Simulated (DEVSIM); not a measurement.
System: abrupt GaAs p-n junction, at 350 K.

```
layer (left to right)  material  thickness (μm)  Nd (cm⁻³)  Na (cm⁻³)  τn (s)  τp (s)
---------------------  --------  --------------  ---------  ---------  ------  ------
1                          GaAs            16.0          -     2.3e15  2.6e-9  2.6e-9
2                          GaAs            75.0     4.9e14          -  2.6e-9  2.6e-9
```

Left contact: ohmic. Right contact: ohmic. Voltage is applied to the left contact. Recombination: SRH at mid-gap. Mobility is μmin + (μ − μmin)/(1 + (N/Nref)^α).

The device is made up for the run: typed textbook-type constants, with dimensions and the other settings drawn at random. Values at 300 K; Nc and Nv go as T^1.5, mobilities as T to minus their exponent, the gap by Varshni's rule with the affinity fixed.

```csv
parameter,GaAs
gap (eV),1.424
affinity (eV),4.07
permittivity,12.9
Nc (cm⁻³),4.7e17
Nv (cm⁻³),9e18
μn (cm²/Vs),8500
μp (cm²/Vs),400
"μn,min",500
"μp,min",20
"Nref,n",6e16
"Nref,p",1.5e17
αn,0.39
αp,0.38
T exponent of μn,2.1
T exponent of μp,2.2
Varshni α (eV/K),0.000541
Varshni β (K),204
```

DEVSIM, 1D drift-diffusion, Boltzmann statistics, complete ionisation; no tunnelling, impact ionisation, image-force lowering or self-heating.

The doping Na of layer 1 was swept, all else fixed.

| doping Na of layer 1 (cm^-3) | dark forward voltage at 1 A/cm² (V) | largest field in the device at zero bias (V/cm) | potential step across the device at zero bias (V) |
|---|---|---|---|
| 6.9e13 | 0.907 | 3600 | 0.825 |
| 2.3e14 | 0.857 | 5900 | 0.861 |
| 6.9e14 | 0.844 | 8200 | 0.894 |
| 2.3e15 | 0.847 | 9900 | 0.930 |
| 6.9e15 | 0.852 | 11000 | 0.964 |
| 2.3e16 | 0.855 | 13000 | 1.000 |
| 6.9e16 | 0.856 | 17000 | 1.033 |

From the first row to the last the dark forward voltage at 1 A/cm² goes from 0.907 to 0.856. From the first row to the last the largest field in the device at zero bias goes from 3600 to 17000.
